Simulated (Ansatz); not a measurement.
Output of an Ansatz run (abridged):

```
WARN ansatz: RAYON_NUM_THREADS=1 ignored (pool sized by the plan → 1); use --threads N
basis.fft_grid_basis auto: the FFT boxes are laid along the combinations [[1, 0, 1], [0, 1, 1], [0, 0, 1]] of the cell's own vectors, 3.244, 3.020 and 7.179 Å …
Pseudopotentials: kind: paw
Pseudopotential: Ti, paw, valence charge 12
Pseudopotential: B, paw, valence charge 3
Crystal: 7 atoms, lattice volume = 66.889 Å³
Basis set: ecut = 420 eV, 1287 PW (Γ), FFT grids on a1+a3, a2+a3, a3
Bands: 31, of which v1, the nominal top of the filled ones, is band 24 counted from 1 (23 counted from 0)
Symmetry: 8 space group operations
Space group: Immm (ITA 71), of the structure as read, at distance tolerance 4.1e-5 Å
k-points: 125 of 729
PAW frozen core: Ti, regenerated for the run's functional, and the local potential with it
PAW frozen core: B, regenerated for the run's functional, and the local potential with it
Initial density: superposition of atomic densities (neutral atoms: chi_scale 0, normalization atom), corrected by the library's trained network
Initial wavefunctions: pseudopotential atomic-orbital guess
Eigensolver: davidson
Functional: x = slater, c = lda
SCF iter   1: F=—  HF=-7957.052879 eV  |F-HF|=—  |Δ(HF+E_count)|=         —  Δρ=9.43e-3  dr2=1.93e-1  ethr=1.77e-3  ⟨swp⟩=5.0  Hψ=15616  notcnv=0  defer=16
all-band conjugate gradients solve this SCF's bands
preconditioner: auto → Kerker (q_TF=auto, 2.582 Å⁻¹)
SCF iter   2: F=—  HF=-7957.038094 eV  |F-HF|=—  |Δ(HF+E_count)|=   1.48e-2  Δρ=5.14e-3  dr2=6.65e-2  ethr=4.02e-4  ⟨swp⟩=1.1  Hψ=4885  notcnv=0  defer=50
SCF iter   3: F=—  HF=-7957.030363 eV  |F-HF|=—  |Δ(HF+E_count)|=   7.73e-3  Δρ=6.08e-4  dr2=8.07e-4  ethr=1.39e-4  ⟨swp⟩=1.9  Hψ=4080  notcnv=0  defer=50
SCF iter   4: F=—  HF=-7957.030205 eV  |F-HF|=—  |Δ(HF+E_count)|=   1.57e-4  Δρ=1.69e-4  dr2=3.33e-5  ethr=1.68e-6  ⟨swp⟩=2.0  Hψ=4758  notcnv=0  defer=50
SCF iter   5: F=—  HF=-7957.030194 eV  |F-HF|=—  |Δ(HF+E_count)|=   1.09e-5  Δρ=4.18e-5  dr2=2.31e-6  ethr=6.94e-8  ⟨swp⟩=2.0  Hψ=5067  notcnv=0  defer=148
SCF iter   6: F=—  HF=-7957.030194 eV  |F-HF|=—  |Δ(HF+E_count)|=   2.67e-7  Δρ=1.34e-5  dr2=1.51e-7  ethr=4.80e-9  ⟨swp⟩=2.8  Hψ=6138  notcnv=0  defer=152
SCF iter   7: F=-7957.030194 eV  HF=-7957.030194 eV  |F-HF|=5.05e-9  |Δ(HF+E_count)|=   4.16e-8  Δρ=3.75e-6  dr2=7.44e-9  ethr=2.08e-10  ⟨swp⟩=9.0  Hψ=15227  notcnv=0
SCF 1 converged in 7 iterations: F = -7957.030194 eV  dr2 = 7.44e-9
SCF converged after 7 iterations
Free energy (F): -7957.030194 eV
Harris-Foulkes:  -7957.030194 eV  (|F-HF|=5.05e-9)
Internal energy: -7957.020695 eV  (E = F + TS)
E sigma→0 (E₀):  -7957.025444 eV
Entropy (-TS):   -0.009499 eV (-1.357 meV/atom)
Fermi energy:    14.178295 eV
--- Per-component energies (eV) ---
  E_band       = -328.876974
  E_kinetic    = 1023.772954
  E_local      = -2348.132646  (includes V_loc(G=0)·N_el)
  E_nonlocal   = 78.639206
  E_hartree    = 984.792865
  E_xc         = -425.240270
  E_vxc        = -526.768183  (∫ρ·V_xc dr)
  E_paw        = -3286.388062  (= ΣΔE_a)
  E_vpaw       = -525.970688  (= ΣTr[D̂ρ^β])
  E_aug_tail   = 0.000267  (compensation charges beyond the density's cutoff)
  E_ewald      = -3985.626196
  E_core_change = 1.161188  (= ΣΔE_core)
  E_smearing   = -0.009499  (= −TS)
  E_closure    = 0.000000  (closes the sum)
  Σ components = -7957.030194   (vs F -7957.030194, Δ=0.00e0)
--- Forces (eV/Å), atoms counted from 1 ---
  atom   1  Ti     0.00000000    -0.00000000    -0.09705523
  atom   2  Ti    -0.00000000     0.00000000     0.09705523
  atom   3  Ti    -0.00000000     0.00000000     0.00000000
  atom   4  B     -0.00000000     0.00000000     0.01573952
  atom   5  B      0.00000000    -0.00000000    -0.01573952
  atom   6  B      0.00000000     0.00000000    -0.06473785
  atom   7  B     -0.00000000    -0.00000000     0.06473785
  max |Σ_I F_I| component: 2.78e-17 eV/Å
--- Stress (GPa, compression-positive) ---
       -5.989465      -0.000000       0.000000
       -0.000000      -7.972993      -0.000000
        0.000000      -0.000000      -6.675357
  P = ⅓ Tr σ = -6.8793 GPa (-68.793 kbar)
  The stress holds the Pulay correction. Without it, at fixed plane waves, as pw.x and ABINIT print it: P = -7.0952 GPa
--- Band table (eV; the first three rows and the last of 125) ---
  k-point 0: bands = ["-41.6781", "-41.3584", "-41.2443", "-18.3229", "-18.3171", "-18.1085", "-18.0648", "-18.0078", "-17.8193", "-17.7746", "-17.7146", "-17.6262", "2.1504", "4.5876", "6.7649", "10.8356", "11.8106", "11.9847", "12.0037", [...]
  k-point 1: bands = ["-41.6727", "-41.3470", "-41.2462", "-18.3400", "-18.3139", "-18.1634", "-18.0405", "-18.0216", "-17.8471", "-17.7911", "-17.7024", "-17.6619", "2.4747", "4.7561", "7.1244", "10.7027", "10.9238", "11.2175", "11.6695", [...]
  k-point 2: bands = ["-41.6590", "-41.3182", "-41.2509", "-18.3811", "-18.3000", "-18.2549", "-18.0570", "-18.0410", "-17.8923", "-17.8268", "-17.7384", "-17.7003", "3.3329", "5.2336", "7.9102", "9.3702", "10.2005", "10.4066", "11.5149", "11.6643", [...]
  k-point 124: bands = ["-41.6738", "-41.3540", "-41.2427", "-18.3467", "-18.3196", "-18.1491", "-17.9940", "-17.9704", "-17.8861", "-17.7798", "-17.7374", "-17.6522", "2.5038", "4.1787", "7.6475", "10.4349", "10.8739", "11.5677", "11.7893", [...]
```

The structure:

```xyz
7
Lattice="-1.5101 1.6218 6.8283 1.5101 -1.6218 6.8283 1.5101 1.6218 -6.8283" Properties=species:S:1:pos:R:3 pbc="T T T"
Ti     1.5101     0.0000     2.5319
Ti     0.0000     1.6218     4.2964
Ti     0.0000     0.0000     0.0000
B      1.5101     0.0000     5.0287
B      0.0000     1.6218     1.7997
B      0.0000     0.0000     5.9498
B      0.0000     0.0000     7.7069
```

Question: Reconstruct the input of this run.

Answer: Other spellings and defaults could give the same log, and not every line can be read from it. The input that was run (DFT, LDA (PW92), plane waves, default PAW files made with PBE):

Ansatz 0.2 input:
```yaml
crystal:
  lattice:
    - [-1.510057, 1.621760, 6.828337]
    - [1.510057, -1.621760, 6.828337]
    - [1.510057, 1.621760, -6.828337]
  atoms:
    - { symbol: Ti, position: [0.185400, 0.685400, 0.500000] }
    - { symbol: Ti, position: [0.814600, 0.314600, 0.500000] }
    - { symbol: Ti, position: [0.000000, 0.000000, 0.000000] }
    - { symbol: B, position: [0.368220, 0.868220, 0.500000] }
    - { symbol: B, position: [0.631780, 0.131780, 0.500000] }
    - { symbol: B, position: [0.435670, 0.435670, 0.000000] }
    - { symbol: B, position: [0.564330, 0.564330, 0.000000] }
basis:
  ecutwfc: 420.0
kpoints:
  mp_grid: { grid: [9, 9, 9] }
hamiltonian:
  xc: lda
  pseudopotentials: { kind: paw }
scf:
  occupations: { method: gaussian, width: 0.1 }
output:
  forces: true
  eigenvalues: true
  stress: true
```

The starting cell comes from a database of computed structures (which also holds hypothetical and non-ambient phases and stackings), without a prior relaxation at this level. Its lattice was rescaled by up to half a per cent. Spin polarisation is off. With a pressure of about -7 GPa the cell is away from its equilibrium volume at this level. Ansatz's pressure includes its estimate of the finite-basis (Pulay) stress.

Ansatz is a first-principles code.
